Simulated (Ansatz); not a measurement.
Here is the system:

```
CELL_PARAMETERS angstrom
      3.07382     0.00000     0.00000
     -1.53691     2.66201     0.00000
      0.00000     0.00000     4.72171
ATOMIC_POSITIONS crystal
  N  0.00000 0.00000 0.00000
  Ta 0.33333 0.66667 0.25586
  Ta 0.66667 0.33333 0.74414
```

No spin polarisation.

Method: plane-wave PAW DFT at the PBE-D3(BJ) level (Ansatz, a first-principles code, 420 eV), scalar-relativistic without spin-orbit coupling. Γ-centred 22×22×12 mesh, Fermi–Dirac width 0.1 eV.

Question: What band gap does the calculation give?

Answer: Zero.

Question: What stress (xx, yy, zz, yz, xz, xy; compression positive) does the calculation give?

Answer: (6.8, 6.8, 13.4, 0.0, 0.0, 0.0) GPa.

The cells carry an imposed strain or load. Whether these cells are dynamically stable was not tested. The final runs are not spin-polarised. The cell was made from Ta$_{2}$N in the anti-CdI2 type structure (space group P-3m1, No. 164) by this change: uniaxial strain ε_zz = −2.75 %.
